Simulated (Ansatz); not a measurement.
The reference is MgTe in the zinc blende structure (space group F-43m, No. 216; a = 6.368 Å). Axes: x, y, z lie along the cube axes.

Method: LDA (Ansatz, a first-principles code), scalar-relativistic without spin-orbit coupling.

The change: the cell is stretched by 1.00 % along z with no lateral relaxation; the atoms relax in the strained cell.

Q: Predict the stress tensor and what it implies for the stiffness.

A: Stress of the strained cell less that of the base (GPa, compression positive):
```
  -0.33    0.00    0.00
   0.00   -0.33    0.00
   0.00    0.00   -0.48
```

Then −Δσ_ii/ε with ε = 0.0100 gives relaxed-ion elastic constants: C33 ≈ 48 GPa, C13 ≈ 33 GPa and C23 ≈ 33 GPa.

No phonon test of stability was made.
